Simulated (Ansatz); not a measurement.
**A computed series for Si: response to strain**

The parent structure is Si in the diamond structure (space group Fd-3m, No. 227; a = 5.402 Å).

Strains are applied to the cell and any free atomic positions relax.

Computed with LDA (Ansatz, an electronic-structure program), no SOC.

Candidates:
(a) isotropic strain −2.00 %
(b) isotropic strain +0.50 %
(c) isotropic strain +2.50 %
(d) isotropic strain −1.00 %

Notes on the quantities. energy relative to the base: free energy F.

Q: Order them by energy relative to the base, highest first.

A: (c) isotropic strain +2.50 % (+31 meV/atom), (a) isotropic strain −2.00 % (+23 meV/atom), (d) isotropic strain −1.00 % (+5.5 meV/atom), (b) isotropic strain +0.50 % (+1.3 meV/atom)

Whether these cells are dynamically stable was not tested.
